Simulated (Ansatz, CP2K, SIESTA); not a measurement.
## CaCo₂Si₂ (P1, 5 atoms in the cell) computed with different codes at matched settings

Self-consistent single point, at a second geometry (atoms moved at random). First geometry:

```yaml
crystal:
  lattice:
    - [-1.93445, 1.93445, 4.93677]
    - [1.93445, -1.93445, 4.93677]
    - [1.93445, 1.93445, -4.93677]
  atoms:
    - { symbol: Ca, position: [0.00000, 0.00000, 0.00000] }
    - { symbol: Co, position: [0.25000, 0.75000, 0.50000] }
    - { symbol: Co, position: [0.75000, 0.25000, 0.50000] }
    - { symbol: Si, position: [0.63375, 0.63375, 0.00000] }
    - { symbol: Si, position: [0.36625, 0.36625, 0.00000] }
```

Second geometry:
```xyz
5
Lattice="-1.9344 1.9344 4.9368 1.9344 -1.9344 4.9368 1.9344 1.9344 -4.9368" Properties=species:S:1:pos:R:3 pbc="T T T"
Ca     0.0274     0.0449    -0.0543
Co     1.9329    -0.0877     2.4534
Co     0.0129     1.9434     2.5099
Si    -0.0417    -0.0100     6.3244
Si     0.0029     0.0439     3.5769
```

Shared settings, as Ansatz (a program for electronic structure) writes them: kpoints.mp_grid.grid = 8 8 8; scf.occupations.method = fermi_dirac; scf.occupations.width = 0.1 eV. Potentials and cutoffs stand in the table.

```csv
code,model,ΔF from the first geometry (meV/atom),pressure (GPa),largest force (eV/Å),cutoff
CP2K,"LDA (Pade form), GPW, DZVP-MOLOPT-SR-GTH basis, GTH-PADE potentials (GTH_POTENTIALS)",28.1,-2.42,1.385,grid 600 Ry
Ansatz,"LDA (PW92), PAW files made with PBE",26.7,-3.34,1.364,420 eV
SIESTA,"LDA PW92, numerical atomic orbitals DZP, PseudoDojo LDA standard norm-conserving potentials (rewritten from UPF to PSML)",25.8,3.60,1.417,grid 400 Ry
```

Size of the force on each atom (eV/Å): Sizes of forces hide their directions.

```csv
code,Ca1,Co2,Co3,Si4,Si5
CP2K,0.456,1.385,0.665,1.220,0.700
Ansatz,0.438,1.364,0.654,1.172,0.673
SIESTA,0.687,1.417,0.749,1.148,0.573
```

On Ansatz's run: spin polarisation is off.

The spread over the programs that give each value: ΔF from the first geometry within 2.3 meV/atom; pressure within 6.94 GPa; largest force within 0.053 eV/Å.

CP2K and SIESTA use small atom-centred bases, whose incompleteness enters pressures, forces and empty levels differently from a plane-wave cutoff. Ansatz's pressure is given at a fixed set of plane waves, as the other plane-wave codes print theirs; with its correction for the finite basis it is -3.30 GPa.

The starting cell comes from a database of computed structures (which also holds hypothetical and non-ambient phases and stackings), without a prior relaxation at this level. Its lattice was rescaled by a random factor within 2.5 % of one. For this run, on top of that: atoms moved at random.

Keys are those of Ansatz 0.2.
